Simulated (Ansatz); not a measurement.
The starting structures come from a database of crystals and need not be the phases stable at ambient conditions.

Inside the gap of an insulator the Bloch states are evanescent, with a wavenumber k + iκ along the transport direction.

Consider the following.

```
Ga2AsP
1.0
    3.93022     0.00000     0.00000
   -1.96511     6.51678     0.00000
    1.96511     0.59257     3.35169
Ga P As
2 1 1
Direct
  0.99511   0.99267   0.00244
  0.00499   0.50748   0.49751
  0.25005   0.87507   0.37498
  0.24986   0.37479   0.87507
```

Space group of this cell: R3m. The cell is taken as given.

Transport runs along the normal of the first two printed cell vectors, the (101) plane of the conventional cell.

The gap is the functional's own, uncorrected, and κ follows it; spin-orbit coupling is left out. Mid-gap values are interpolated between the computed energies.

Give the band gap and the smallest decay constant κ at mid-gap that r2SCAN in Ansatz (a first-principles code) yields.

Gap 1.46 eV on a 10×10×10 mesh; κ = 0.089 1/Å, at the zone centre.
